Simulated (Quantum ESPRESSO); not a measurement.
## Habitual settings against a tight run: KLuS2 (R-3m, 4 atoms in the cell)

Self-consistent single point.

```
KLuS2
1.0
    2.01049    -1.16075     7.44114
    0.00000     2.32151     7.44114
   -2.01049    -1.16075     7.44114
K Lu S
1 1 2
Direct
  0.00000   0.00000   0.00000
  0.50000   0.50000   0.50000
  0.76704   0.76704   0.76704
  0.23296   0.23296   0.23296
```

Method of the run: PBEsol, SSSP 1.1.2 efficiency (PBE) pseudopotentials (plane waves; Quantum ESPRESSO 7.5).

Base settings: ecutwfc = 50 Ry; ecutrho = 400 Ry; occupations = smearing; smearing = gauss; degauss = 0.0036749 Ry; input_dft = pbesol; potentials = {K: K.pbe-spn-kjpaw_psl.1.0.0.UPF, Lu: Lu.GGA-PBE-paw-v1.0.UPF, S: s_pbe_v1.4.uspp.F.UPF}; K_POINTS = automatic 5 5 5 0 0 0; conv_thr = 1e-09 Ry.

Tight run (finer mesh or higher cutoff; not a proven limit): ecutwfc: 50 Ry → 70 Ry; ecutrho: 400 Ry → 560 Ry; conv_thr: 1e-09 Ry → 7.3e-11 Ry; K_POINTS: automatic 5 5 5 0 0 0 → automatic 7 7 7 0 0 0. It gave top of the valence band (on the code's own zero) 6.51 eV; gap on the k-point mesh 2.33 eV; pressure -4.11 GPa; largest force (vector length) 0.336 eV/Å.

Quick runs, as changes from the base:
- A: the base itself
- B: smearing: gauss → mp; degauss: 0.0036749 Ry → 0.0147 Ry; K_POINTS: automatic 5 5 5 0 0 0 → automatic 4 4 4 1 1 1
- C: ecutwfc: 50 Ry → 25 Ry; ecutrho: 400 Ry → 200 Ry; conv_thr: 1e-09 Ry → 7.3e-05 Ry; K_POINTS: automatic 5 5 5 0 0 0 → automatic 4 4 4 0 0 0
- D: ecutwfc: 50 Ry → 30 Ry; ecutrho: 400 Ry → 240 Ry; smearing: gauss → fd; degauss: 0.0036749 Ry → 0.0147 Ry; conv_thr: 1e-09 Ry → 7.3e-05 Ry; K_POINTS: automatic 5 5 5 0 0 0 → automatic 3 3 3 0 0 0
- E: ecutwfc: 50 Ry → 30 Ry; ecutrho: 400 Ry → 240 Ry; K_POINTS: automatic 5 5 5 0 0 0 → automatic 1 1 1 0 0 0

Dashes: pressure of C, D, not trusted under this conv_thr with d or f elements; gap of E, left out as unsure on this mesh or at this smearing.

Gaps are read on each run's own mesh, which may miss the band edges.

The count of work is k-points × plane waves × bands × iterations; it is no time. Core times come from one kind of shared machine and are given to one figure; runs under 30 s give none.

The starting cell comes from a database of computed structures (which also holds hypothetical and non-ambient phases and stackings), without a prior relaxation at this level. Its lattice was rescaled by a random factor within 2.5 % of one. Spin-orbit coupling is off. In the base run, with a pressure of about -4 GPa the cell is away from its equilibrium volume at this level.

```tsv
run	energy less tight (meV/atom)	pressure less tight (GPa)	largest miss in a force vector (eV/Å)	gap on the mesh less tight (eV)	count of work / tight	core time / tight (rough)
A	6.2	-0.02	0.000	0.039	0.22	0.3
B	10.4	0.02	0.002	0.013	0.11	0.2
C	128.2	–	0.023	-0.058	0.032	0.06
D	76.0	–	0.053	0.159	0.019	0.06
E	1554.2	9.76	1.919	–	0.0065	0.07
```

Among the runs at the tight run's level, the energy misses run from 6.2 to 1554.2 meV/atom.

Left out of this page: 1 run of the series outside the window shown, repeating another row's setting, or not comparable.
